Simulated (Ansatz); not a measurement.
**A computed series for Re: response to strain**

Base system: Re in the hcp (Mg type) structure (space group P6_3/mmc, No. 194; relaxed with 0.1 eV smearing).

```
CELL_PARAMETERS angstrom
      2.75189     0.00000     0.00000
     -1.37595     2.38321     0.00000
      0.00000     0.00000     4.44007
ATOMIC_POSITIONS crystal
  Re 0.66667 0.33333 0.75000
  Re 0.33333 0.66667 0.25000
```

Cartesian axes are those of the cell as printed.

Strains are applied to the cell and any free atomic positions relax.

Level of theory: PBEsol (Ansatz, a program for electronic structure), scalar-relativistic without spin-orbit coupling.

Notes on the quantities. energy relative to the base: free energy F.

```csv
change,energy relative to the base,shortest interatomic distance
base,0 meV/atom,273.0 pm
tensor shear ε_xz = +0.57 %,+1.0 meV/atom,271.7 pm
tensor shear ε_xz = +1.43 %,+6.4 meV/atom,269.9 pm
tensor shear ε_xz = +1.14 %,+4.1 meV/atom,270.5 pm
tensor shear ε_xz = +2.00 %,+13 meV/atom,268.6 pm
tensor shear ε_xz = +0.29 %,+0.3 meV/atom,272.4 pm
tensor shear ε_xz = +0.86 %,+2.3 meV/atom,271.1 pm
tensor shear ε_xz = +1.71 %,+9.2 meV/atom,269.2 pm
```

No phonon test of stability was made. All final runs are without spin polarisation.
